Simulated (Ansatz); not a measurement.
The reference is Mg2Sn (space group Fm-3m, No. 225; a = 6.8176 Å; relaxed with 0.1 eV smearing).

All numbers come from PBE (Ansatz, a first-principles code), spin-orbit coupling left out.

Strains are applied to the cell and any free atomic positions relax.

One change was made to it. Results:

```tsv
quantity	base	after
pressure	0.0 GPa	-2.9 GPa
energy relative to the base (free energy F)	0 meV/atom	+24 meV/atom
band gap	zero	zero
```

**Question.** Name the change that was made.
A) isotropic strain −1.00 %
B) isotropic strain +2.50 %
C) isotropic strain −3.00 %
D) isotropic strain +3.00 %

**Answer.** D, isotropic strain +3.00 %. For comparison, the energy relative to the base in the other runs: isotropic strain −3.00 % gives +30 meV/atom; isotropic strain −1.00 % gives +3.1 meV/atom; isotropic strain +2.50 % gives +17 meV/atom.

Whether these cells are dynamically stable was not tested.
